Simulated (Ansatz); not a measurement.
The parent structure is Nb in the bcc (W type) structure (space group Im-3m, No. 229; relaxed with 0.1 eV smearing).

```
Nb
1.0
   -1.62421     1.62421     1.62421
    1.62421    -1.62421     1.62421
    1.62421     1.62421    -1.62421
Nb
1
Direct
  0.00000   0.00000   0.00000
```

Cartesian axes are those of the cell as printed.

Computed with LDA, PAW, 420 eV (Ansatz, an electronic-structure program; scalar-relativistic without spin-orbit coupling).

Base values:

Shortest interatomic distance: 2.813 Å

One thing is altered: the cell is stretched by 0.50 % along z with no lateral relaxation; the atoms relax in the strained cell.

Task: Estimate the effect on the shortest interatomic distance and stress.

Result: The shortest interatomic distance rises by 0.005 Å (2.813 Å → 2.818 Å); the stress (xx, yy, zz, yz, xz, xy; compression positive) amounts to (-0.7, -0.7, -1.4, 0.0, 0.0, 0.0) GPa.

Whether these cells are dynamically stable was not tested. All final runs are without spin polarisation.
